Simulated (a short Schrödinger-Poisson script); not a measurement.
Stack: symmetric double-gate stack, SiO2 on p-type GaN, at 300 K.

```
layer  material  thickness (nm)  Na (cm⁻³)
-----  --------  --------------  ---------
1          SiO2             2.5          -
2           GaN              14       2e17
3          SiO2             2.5          -
```

Constants are typed, rounded textbook-type inputs, not results; the design itself was drawn at random and stands for no fabricated device. SiO2: permittivity 3.9, conduction-band edge (eV) 3.2, gap (eV) 9, electron mass (mₑ) 0.5. GaN: permittivity 9.5, conduction-band edge (eV) 0, gap (eV) 3.43, Nv at 300 K (cm⁻³) 4.6e19.

Channel valleys (confinement mass, in-plane density-of-states mass, number): Γ 0.2, 0.2, 1. At the gates, both at one voltage, the conduction-band edge of layer 1 lies 3.36 eV − eVg above the Fermi level of the channel. Gaps are held at their typed values at every temperature. Mesh 0.03 nm at interfaces.

Solved with a short Schrödinger-Poisson script written for these runs: 1D Poisson equation in equilibrium, electrons quantum, Hartree (BenDaniel-Duke, 12 states a valley, the channel's in-plane mass for all, wave functions ending at the dielectric), parabolic valleys, classical holes, full ionisation, no traps, pinning or gate leakage.

The same stack at other levels of the model or other numerical settings:

```
run                                                                  sheet density of all electrons at Vg = 1.6 V (cm⁻²)  sheet density of all electrons at Vg = 0.4 V (cm⁻²)  capacitance of both gates at Vg = 1.6 V (μF/cm²)  gate voltage at 1e11 electrons/cm² (V)  rough cost against the base
-------------------------------------------------------------------  ---------------------------------------------------  ---------------------------------------------------  ------------------------------------------------  --------------------------------------  ---------------------------
base                                                                                                             1.70e13                                              2.37e12                                              2.08                                    0.12                      about 1
electrons treated as classical, Boltzmann                                                                        2.21e13                                              3.14e12                                              2.65                                    0.10                         0.07
electrons treated as classical, Fermi-Dirac                                                                      1.92e13                                              2.92e12                                              2.25                                    0.10                          0.2
electrons treated as quantum, Hartree plus LDA exchange-correlation                                              1.76e13                                              2.60e12                                              2.12                                    0.11                            2
mesh six times as coarse                                                                                         1.70e13                                              2.37e12                                              2.08                                    0.12                          0.4
```

The classical rows ignore confinement, and Boltzmann statistics overrate the density once the band edge passes the Fermi level.

In real p-type GaN the Mg acceptor is only partly ionised, and so wide a gap doesn't supply an inversion layer without source and drain.
